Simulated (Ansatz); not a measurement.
Reference: CsH (Pm-3m), PBEsol, rigid bands (plane waves, PAW, scalar-relativistic; Ansatz, an electronic-structure program); axes and stresses refer to this cell.

```xyz
2
Lattice="3.7247 0.0000 0.0000 0.0000 3.7247 0.0000 0.0000 0.0000 3.7247" Properties=species:S:1:pos:R:3 pbc="T T T"
Cs     0.0000     0.0000     0.0000
H      1.8623     1.8623     1.8623
```

* **Seebeck coefficient, p-type 1e19 cm⁻³**: 205 μV/K
* **Seebeck coefficient, n-type 1e19 cm⁻³**: -331 μV/K
* **band gap**: 2.54 eV

### Question
Change: functional r2SCAN on the same cell. What happens to Seebeck coefficient, p-type 1e19 cm⁻³, Seebeck coefficient, n-type 1e19 cm⁻³, band gap?

### Answer
Seebeck coefficient, p-type 1e19 cm⁻³ rises to 240 μV/K; Seebeck coefficient, n-type 1e19 cm⁻³ falls in size to -320 μV/K; band gap rises to 3.16 eV.

Seebeck coefficients are for the stated density at 300 K, with one relaxation time for all states and whether or not that doping can be reached. Spin-orbit coupling is left out unless a row names it. 

Computed structure with no diffraction record at hand here (it may be known, metastable or hypothetical): CsH (Pm-3m).
